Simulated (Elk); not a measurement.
Band structure of Nb₃Au₂ (I4/mmm, 5 atoms in the cell).

```
Nb3Au2
1.0
   -1.70781     1.70781     7.66090
    1.70781    -1.70781     7.66090
    1.70781     1.70781    -7.66090
Nb Au
3 2
Direct
  0.00000   0.00000   0.00000
  0.39924   0.39924   0.00000
  0.60076   0.60076   0.00000
  0.19977   0.19977   0.00000
  0.80023   0.80023   0.00000
```

Method of the run: PBEsol, all-electron FP-LAPW, Elk's shipped species files, APW+lo basis with extra local orbitals (Elk).

Settings: xctype = 22; rgkmax = 8; stype = 0; swidth = 0.00734986 Ha; ngridk = 7 7 7; gmaxvr = 14 1/bohr; nxlo = 2; lorbcnd = true; rmtscf = 0.91; lmaxi = 2.

The starting cell comes from a database of computed structures (which also holds hypothetical and non-ambient phases and stackings), without a prior relaxation at this level. Spin-orbit coupling is off. Spin polarisation is off. Values depend on the basis (sphere radii, cutoffs, local orbitals), which need not be converged.

Levels in eV from the Fermi level, bands 47 to 54:
| point | 47 | 48 | 49 | 50 | 51 | 52 | 53 | 54 |
|---|---|---|---|---|---|---|---|---|
| Γ | -2.22 | -0.83 | 0.15 | 0.18 | 0.18 | 0.78 | 0.78 | 2.02 |
| X | -1.83 | -1.41 | -1.02 | -0.78 | 0.47 | 1.49 | 1.91 | 2.38 |
| Y | -1.75 | -1.41 | -1.07 | -0.81 | 0.44 | 1.49 | 1.92 | 2.33 |
| S | -1.59 | -1.17 | -0.68 | -0.62 | -0.24 | 0.35 | 0.88 | 1.59 |
| Z | -1.69 | -0.62 | 0.20 | 0.20 | 0.23 | 0.24 | 0.24 | 1.62 |
| S1 | -1.59 | -1.17 | -0.68 | -0.62 | -0.24 | 0.35 | 0.88 | 1.59 |
| N | -1.44 | -1.20 | -0.88 | -0.71 | -0.67 | 0.87 | 0.92 | 1.65 |
| P | -1.99 | -1.33 | -1.33 | -0.10 | -0.10 | 1.58 | 1.74 | 2.93 |
| Y1 | -1.75 | -1.41 | -1.07 | -0.81 | 0.44 | 1.49 | 1.92 | 2.33 |

Bands cross the Fermi level along this path, so the cell is metallic at this level.
